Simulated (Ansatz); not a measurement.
The parent structure is LuCuSe₂ (space group R-3m, No. 166; a = 3.9951 Å, c = 18.4055 Å (hexagonal axes); a hypothetical phase, not in the database extracts checked).

(Cell as relaxed with PBE.)

Levels (all Ansatz, a first-principles code, PAW): PBE (420 eV, no spin-orbit coupling); r2SCAN (500 eV, scalar-relativistic without spin-orbit coupling).

Each level relaxes its own structure.

```csv
base,PBE,r2SCAN
volume per atom,21.20 Å³,20.88 Å³
lattice parameter a,7.550 bohr,7.496 bohr
band gap,1.04 eV,1.28 eV
```

Modification: the cell is scaled by 1.0308 in all directions; the atoms relax in the strained cell.

```tsv
quantity	PBE	r2SCAN
energy relative to the base (free energy F)	+34 meV/atom	+36 meV/atom
band gap	1.03 eV	1.54 eV
smallest direct gap	1.60 eV	1.91 eV
shift of the gap caused by the change	-0.01 eV	+0.26 eV
pressure (mean of the normal stresses, compression positive)	-4.94 GPa	-5.38 GPa
```

PBE's energy relative to the base lies 2.4 meV/atom below r2SCAN's; PBE's band gap lies 0.51 eV below r2SCAN's; PBE's smallest direct gap lies 0.31 eV below r2SCAN's; PBE's shift of the gap caused by the change lies 0.27 eV below r2SCAN's; PBE's pressure lies 0.44 GPa above r2SCAN's. Neither level is exact; r2SCAN is the comparison here, not a measurement.

Whether these cells are dynamically stable was not tested. The final runs are not spin-polarised.
